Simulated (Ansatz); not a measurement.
# What Ni → Ge does to Ni2Si

Start from Ni2Si (space group Pnma, No. 62; a = 4.938 Å, b = 3.696 Å, c = 7.008 Å; non-magnetic).

Perturbation: full substitution Ni → Ge, then cell and atoms are relaxed.

Computed with Ansatz (a quantum-chemistry and plane-wave program), r2SCAN, PAW, cutoff 500 eV, spin-orbit coupling left out. Settings: 12×12×4 k-points, 0.05 eV Fermi–Dirac smearing, for the changed cell.

```tsv
quantity	base	changed	shift
volume per atom	10.66 Å³	19.08 Å³	+8.42 Å³
density	7.56 g/cm³	5.03 g/cm³	-2.53 g/cm³
space group	Pnma (No. 62)	Cmce (No. 64)	–
shortest interatomic distance	2.290 Å	2.485 Å	+0.195 Å
band gap	zero	zero	–
```

Final structure:

```xyz
6
Lattice="1.8459 -3.4260 0.0000 1.8459 3.4260 0.0000 0.0000 0.0000 9.0501" Properties=species:S:1:pos:R:3 pbc="T T T"
Ge     1.8459     1.3230     3.2019
Ge     1.8459    -2.1029     1.3231
Ge     1.8459    -1.3230     5.8482
Ge     1.8459     2.1029     7.7269
Si     0.0000     0.0000     4.5250
Si     1.8459     0.0000     0.0000
```

Cost of the whole job for the changed cell (relaxation, final SCF and bands): roughly 11 core-minutes.

No phonon test of stability was made. As relaxed here, SiGe2 is a hypothetical phase, not in the database extracts checked. Starting moments died away, wholly or in part, for the base; another magnetic solution may exist. The final runs are not spin-polarised.
